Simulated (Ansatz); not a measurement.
## A computed series for ZnCu2SnS4: response to strain

Base system: ZnCu₂SnS₄ (space group I-4, No. 82; a = 5.4145 Å, c = 10.8227 Å). Axes: x, y, z lie along a, b, c of the conventional cell.

Strains are applied to the cell and any free atomic positions relax; under biaxial strain the out-of-plane vector relaxes too.

Calculations: r2SCAN (Ansatz, a program for electronic structure; PAW; 500 eV plane waves; no spin-orbit coupling), earlier PAW set.

Candidates:
(a) biaxial strain −1.12 %, plane normal [001], relaxed out of plane
(b) uniaxial strain ε_zz = +1.45 %
(c) biaxial strain +4.26 %, plane normal [001], relaxed out of plane
(d) biaxial strain +1.23 %, plane normal [001], relaxed out of plane

Base values:

Band gap: 0.47 eV

Order them by band gap, lowest first.

(c) biaxial strain +4.26 %, plane normal [001], relaxed out of plane (0.30 eV), (d) biaxial strain +1.23 %, plane normal [001], relaxed out of plane (0.42 eV), (b) uniaxial strain ε_zz = +1.45 % (0.45 eV), (a) biaxial strain −1.12 %, plane normal [001], relaxed out of plane (0.53 eV)

Gaps are read on the SCF mesh and a high-symmetry path. Whether these cells are dynamically stable was not tested. The final runs are not spin-polarised.
